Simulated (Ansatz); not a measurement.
HoAu₃ (Pmmn, No. 59), treated with LDA (Ansatz, a first-principles code, plane waves, PAW).

Numerical settings: plane-wave cutoff 500 eV, 12×10×12 k mesh (along the axes of the cell as run), Fermi–Dirac smearing 0.1 eV, spin-polarised start, scalar-relativistic PAW data made under PBE.

Computed at the level's own relaxed cell.

Problem. Predict the volume per atom.

Solution. 
- volume per atom = 18.46 Å³/atom

The run finds no gap.

Note: the magnetic order was assumed, not searched for or taken from measurement; the 4f shell is treated without U or exact exchange, so its levels and filling can be wrong.

Spin–orbit coupling is not included; it can shift volumes and moduli of such heavy elements.

The computed numbers hold no vibrational or temperature effects.

Computing time: very roughly 90 core-minutes.
